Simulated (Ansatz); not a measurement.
# CrI3: response to strain

Consider CrI₃ in the BiI3 type structure (space group R-3, No. 148; ferromagnetic; layered, stacked along the Cartesian z axis).

```
CrI3
1.0
    3.40909     1.96824     6.49258
   -3.40909     1.96824     6.49258
    0.00000    -3.93648     6.49258
Cr I
2 6
Direct
  0.33385   0.33385   0.33385
  0.66615   0.66615   0.66615
  0.07827   0.73185   0.42930
  0.42930   0.07827   0.73185
  0.73185   0.42930   0.07827
  0.92173   0.26815   0.57070
  0.57070   0.92173   0.26815
  0.26815   0.57070   0.92173
```

Cartesian axes are those of the cell as printed.

Strains are applied to the cell and any free atomic positions relax; under stress the whole cell relaxes.

Calculations: PBE-D3(BJ) (Ansatz, an electronic-structure program; PAW; 420 eV plane waves; no SOC).

Notes on the quantities. energy relative to the base: free energy F.

```tsv
change	largest internal atomic displacement	energy relative to the base	smallest direct gap
base	–	0 meV/atom	1.17 eV
isotropic strain +3.43 %	0.097 Å	+17 meV/atom	1.22 eV
isotropic strain +4.51 %	0.128 Å	+29 meV/atom	1.22 eV
uniaxial strain ε_xx = +1.88 %	0.027 Å	+1.7 meV/atom	1.17 eV
tensor shear ε_yz = +0.66 %	0.018 Å	+0.1 meV/atom	1.17 eV
uniaxial stress, 5 GPa tension along x	–	+94 meV/atom	0.74 eV
```

The magnetic state is the one reached from the starting moments; the real material's order can differ, and small cells can't hold many antiferromagnetic ones. With I present, leaving out spin-orbit coupling can change the band edges. Stability under load was not tested beyond the relaxation. Under uniaxial stress, 5 GPa tension along x atoms moved by over 0.3 Å (layers or molecules slid or turned), so the response is not a plain elastic one. Under uniaxial stress, 5 GPa tension along x the cell changed shape so far that it is another structure.
